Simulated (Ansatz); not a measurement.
## What biaxial strain +3.00 %, plane normal [001], relaxed out of plane does to Sr

Base system: Sr in the fcc (Cu type) structure (space group Fm-3m, No. 225; a = 5.923 Å). Axes: x, y, z lie along the cube axes.

Perturbation: biaxial strain +3.00 %, plane normal [001], relaxed out of plane (Cartesian); in-plane vectors clamped, the third vector and the atoms free.

Calculations: PBEsol, PAW, 420 eV (Ansatz, a quantum-chemistry and plane-wave program; no spin-orbit coupling). k-mesh 14×14×14 (Γ-centred); smearing 0.05 eV (Fermi–Dirac).

```csv
quantity,base,changed,shift
volume per atom,51.93 Å³,52.46 Å³,+0.53 Å³
space group,Fm-3m (No. 225),I4/mmm (No. 139),–
shortest interatomic distance,4.188 Å,4.154 Å,-0.034 Å
energy relative to the base (free energy F),0 meV/atom,+2.5 meV/atom,+2.5 meV/atom
"pressure (mean of the normal stresses, compression positive)",0.0 GPa,-0.1 GPa,-0.1 GPa
band gap,zero,zero,–
out-of-plane strain (rough),–,-4.79 %,–
```

Cost of the whole job for the changed cell (relaxation, final SCF and bands): about 30 core-seconds (a rough figure).

Without a gap, meshes like the base's 14×14×14 leave anisotropic stresses uncertain by several tenths of a GPa, and small strain energies with them. No phonon test of stability was made.
